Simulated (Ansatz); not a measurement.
The parent structure is MgTe in the zinc blende structure (space group F-43m, No. 216).

```
MgTe
1.0
    0.00000     3.18405     3.18405
    3.18405     0.00000     3.18405
    3.18405     3.18405     0.00000
Mg Te
1 1
Direct
  0.00000   0.00000   0.00000
  0.25000   0.25000   0.25000
```

Cartesian axes are those of the cell as printed.

Level of theory: DFT with LDA, PAW potentials and a 420 eV plane-wave cutoff in Ansatz (a quantum-chemistry and plane-wave program), scalar-relativistic without spin-orbit coupling.

Before the change:

The gap character is direct at Γ.

One thing is altered: a pure shear with ε_xy = ε_yx = 0.0200, atoms relaxed at fixed cell.

**Question.** What happens to the largest internal atomic displacement and gap character?

**Answer.** The largest internal atomic displacement is 0.025 Å; the gap character remains direct at Γ.

With Te present, leaving out spin-orbit coupling can change the band edges. The cells carry an imposed strain or load. Whether these cells are dynamically stable was not tested. Labels are those of the standard path for the cell's own space group.
